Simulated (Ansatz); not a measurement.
Results of r²SCAN+rVV10 in Ansatz (PAW) for BAs (model structure, started from the BeO type, P4₂/mnm, No. 136, 8 atoms in the cell).

Settings: plane-wave cutoff 560 eV, 6×6×10 k mesh (along the axes of the cell as run), Fermi–Dirac smearing 0.01 eV, scalar-relativistic PAW data made under PBE.

Cell (relaxed at this level):

AsB has the tetragonal space group P4₂/mnm (No. 136), Pearson symbol tP8. Cell: a = 5.844 Å, b = 5.844 Å, c = 3.366 Å, α = 90.00°, β = 90.00°, γ = 90.00°. B on 4g is surrounded by 4 As at 2.047–2.099 Å. As on 4f has 4 B at 2.047–2.099 Å. (Neighbours: up to the widest gap in distance over summed covalent radii, below 1.35, at either atom.)

Question: What does this level give for the band gap?

Answer: 
- band gap: 0.83 eV (on the SCF k mesh)

Note: the relaxation could raise the start's symmetry but not lower it, so the cell can be a saddle point.

Spin–orbit coupling is not included.

Computed values are for the static lattice.

A model structure was made by putting elements into a prototype or built by hand; it is no filed structure, need not be a known phase, and can be a saddle point held by its symmetry.

Ansatz is a first-principles code.
